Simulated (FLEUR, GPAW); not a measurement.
A GPAW input for a self-consistent single point of NaF (Fm-3m, 2 atoms in the cell) (DFT PBE, plane waves, GPAW PAW datasets PBE (gpaw-data 1.0.1)):

```python
from ase import Atoms
from ase.units import GPa
from gpaw import GPAW

atoms = Atoms(['Na', 'F'],
              cell=[[0.000000, 2.290467, 2.290467],
                    [2.290467, 0.000000, 2.290467],
                    [2.290467, 2.290467, 0.000000]],
              positions=[[0.000000, 0.000000, 0.000000],
                         [2.290467, 2.290467, 2.290467]],
              pbc=True)

calc = GPAW(mode={'name': 'pw', 'ecut': 950},
            xc='PBE',
            kpts={'size': (6, 6, 6), 'gamma': True},
            occupations={'name': 'fermi-dirac', 'width': 0.02},
            nbands=-8,
            convergence={'forces': 0.001, 'bands': -6},
            symmetry={'symmorphic': False, 'tolerance': 0.0005},
            maxiter=100,
            txt='-')

atoms.calc = calc

energy = atoms.get_potential_energy()
print('Energy (eV):', round(energy, 6))
forces = atoms.get_forces()
print('Forces (eV/Ang):')
print(forces.round(5))
stress = atoms.get_stress()
print('Stress (GPa, Voigt):', (stress / GPa).round(4))
```

**Question.** Translate this input to FLEUR.

**Answer.** This is the input that was run; spellings and numerical settings could be chosen otherwise.

Input of the input generator:

```
scf NaF
&input film=f /
0.0000000000 2.2904670000 2.2904670000
2.2904670000 -0.0000000000 2.2904670000
2.2904670000 2.2904670000 -0.0000000000
1.8897261246
1.0 1.0 1.0

2
11 0.0000000000 0.0000000000 0.0000000000
9 0.5000000000 0.5000000000 0.5000000000

&comp jspins=1 /
&kpt div1=6 div2=6 div3=6 gamma=t /
&end /
```

```xml
<?xml version="1.0" encoding="UTF-8" standalone="no"?>
<fleurInput fleurInputVersion="0.39">
   <comment>
      scf NaF                                                                                             
   </comment>
   <calculationSetup>
      <cutoffs Kmax="4.3" Gmax="17.2" GmaxXC="17.2" numbands="0"/>
      <scfLoop itmax="60" minDistance="0.00001" maxIterBroyd="25" imix="Anderson" alpha="0.05" precondParam="0.0" spinf="2.0"/>
      <coreElectrons ctail="T" frcor="F" kcrel="0" coretail_lmax="0"/>
      <xcFunctional name="pbe" relativisticCorrections="F"/>
      <magnetism jspins="1"/>
      <soc l_soc="F" theta="0.0" phi="0.0" spav="F"/>
      <expertModes spex="0" secvar="F"/>
      <geometryOptimization l_f="T" forcealpha="1.0" forcemix="BFGS" epsdisp="0.00001" epsforce="0.00001"/>
      <ldaU l_linMix="F" mixParam="0.05" spinf="1.0"/>
   </calculationSetup>
   <cell>
      <bzIntegration valenceElectrons="16.0" mode="hist" fermiSmearingEnergy="0.00073499">
         <kPointListSelection listName="default-1"/>
         <!-- k-points included here -->
         <xi:include xmlns:xi="http://www.w3.org/2001/XInclude" href="kpts.xml"> </xi:include>
      </bzIntegration>
      <!-- symmetry operations included here -->
      <xi:include xmlns:xi="http://www.w3.org/2001/XInclude" href="sym.xml"> </xi:include>
      <bulkLattice scale="1.0">
         <bravaisMatrix>
            <row-1>    0.0000000000000000     4.3283553274341884     4.3283553274341884</row-1>
            <row-2>    4.3283553274341884     0.0000000000000000     4.3283553274341884</row-2>
            <row-3>    4.3283553274341884     4.3283553274341884     0.0000000000000000</row-3>
         </bravaisMatrix>
      </bulkLattice>
   </cell>
   <atomSpecies>
      <species name="Sodium (Na)" element="Na" atomicNumber="11">
         <mtSphere radius="2.16" gridPoints="747" logIncrement="0.015"/>
         <atomicCutoffs lmax="8" lnonsphr="6"/>
         <electronConfig flipSpins="F">
            <coreConfig>(1s1/2)</coreConfig>
            <valenceConfig>(2s1/2) (2p1/2) (2p3/2) (3s1/2)</valenceConfig>
            <stateOccupation state="(3s1/2)" spinUp="0.5" spinDown="0.5"/>
         </electronConfig>
         <energyParameters s="3" p="3" d="3" f="4"/>
         <lo type="SCLO" l="0" n="2" eDeriv="0"/>
         <lo type="SCLO" l="1" n="2" eDeriv="0"/>
      </species>
      <species name="Fluorine (F)" element="F" atomicNumber="9">
         <mtSphere radius="1.88" gridPoints="649" logIncrement="0.017"/>
         <atomicCutoffs lmax="8" lnonsphr="6"/>
         <electronConfig flipSpins="F">
            <coreConfig>(1s1/2)</coreConfig>
            <valenceConfig>(2s1/2) (2p1/2) (2p3/2)</valenceConfig>
            <stateOccupation state="(2p1/2)" spinUp="0.8333333333333" spinDown="0.8333333333333"/>
            <stateOccupation state="(2p3/2)" spinUp="1.6666666666667" spinDown="1.6666666666667"/>
         </electronConfig>
         <energyParameters s="2" p="2" d="3" f="4"/>
      </species>
   </atomSpecies>
   <atomGroups>
      <atomGroup species="Sodium (Na)">
         <relPos label="                   1">.0000000000 .0000000000 .0000000000</relPos>
         <force calculate="T" relaxXYZ="TTT"/>
      </atomGroup>
      <atomGroup species="Fluorine (F)">
         <relPos label="                   2">1.000/2.000 1.000/2.000 1.000/2.000</relPos>
         <force calculate="T" relaxXYZ="TTT"/>
      </atomGroup>
   </atomGroups>
   <output dos="F" band="F" slice="F">
      <checks vchk="F" cdinf="F"/>
      <bandDOS minEnergy="-.5*Htr" maxEnergy="0.5*Htr" sigma="0.015" storeEVData="T"/>
      <vacuumDOS vacdos="F" integ="F" star="F" nstars="0" locx1="0.0" locy1="0.0" locx2="0.0" locy2="0.0" nstm="0" tworkf="0.0"/>
      <unfoldingBand unfoldBand="F" supercellX="1" supercellY="1" supercellZ="1"/>
      <plotting iplot="0" polar="F">
         <plot TwoD="T" vec1="  1.0  0.0  0.0" vec2="  0.0  1.0  0.0" vec3="  0.0  0.0  1.0" zero="  0.0  0.0  0.0" file="plot"/>
      </plotting>
      <chargeDensitySlicing numkpt="0" minEigenval="0.0" maxEigenval="0.0" nnne="0" pallst="F"/>
      <specialOutput eonly="F"/>
      <magneticCircularDichroism mcd="F" energyLo="-10.0" energyUp="0.0"/>
   </output>
  <!-- We include the file relax.xml here to enable relaxations (see documentation) -->
  <xi:include xmlns:xi="http://www.w3.org/2001/XInclude" href="relax.xml"> <xi:fallback/> </xi:include>
</fleurInput>
```

Basis, cutoffs, solver keys and any potentials are the target program's own. This input uses DFT, PBE, all-electron FLAPW (FLEUR), scalar-relativistic valence. Both were run: gap on the mesh 6.522 eV in GPAW and 6.717 in FLEUR.

On GPAW: the starting cell comes from a database of computed structures (which also holds hypothetical and non-ambient phases and stackings), without a prior relaxation at this level. Its lattice was rescaled by a random factor within 2.5 % of one.

On FLEUR: the starting cell comes from a database of computed structures (which also holds hypothetical and non-ambient phases and stackings), without a prior relaxation at this level. Its lattice was rescaled by a random factor within 2.5 % of one. Values depend on the basis (sphere radii, cutoffs, local orbitals), which need not be converged.
